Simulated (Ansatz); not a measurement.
# A computed series for PtTe2: response to strain

Consider PtTe2 (space group P-3m1, No. 164; a = 4.053 Å, c = 5.097 Å; layered; relaxed with 0.1 eV smearing). Axes: x lies along a and z along c of the hexagonal cell.

Strains are applied to the cell and any free atomic positions relax; under biaxial strain the out-of-plane vector relaxes too.

The values are results of Ansatz (a program for electronic structure) PBE-D3(BJ), scalar-relativistic without spin-orbit coupling, not measurements.

| biaxial strain, plane normal [001], relaxed out of plane (%) | out-of-plane strain (%) |
|---|---|
| -3 | 3.74 |
| -2.5 | 3.08 |
| -2 | 2.44 |
| -1.5 | 1.82 |
| -1 | ? |
| -0.5 | 0.60 |
| 0 | 0.00 |

### Question
Fit ε⊥ = −νε + γε² (strains in %) to the rows shown and predict the withheld row.

### Answer
Least squares on the printed values gives ν = 1.18 (the biaxial Poisson response) and γ = 0.023 (largest residual 0.01 %); this predicts 1.20 %, and the run gives 1.21 %, in agreement.

Whether these cells are dynamically stable was not tested. The final runs are not spin-polarised.
